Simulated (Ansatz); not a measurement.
Take Nb in the bcc (W type) structure (space group Im-3m, No. 229; a = 3.2484 Å; relaxed with 0.1 eV smearing) as the base.

All numbers come from Ansatz (an electronic-structure program) LDA, spin-orbit coupling left out.

Before the change:

| Property | Result |
|---|---|
| Pressure | 0.0 GPa |

Perturbation: an isotropic linear strain of −3.00 %, atoms relaxed at fixed cell.

Task: What does the calculation give for the energy relative to the base after the change?

Result: The energy goes up by 89 meV/atom.

Task: What happens to the pressure?

Result: The pressure goes from zero to 20.5 GPa.

Stability against distortions was not tested. The final runs are not spin-polarised.
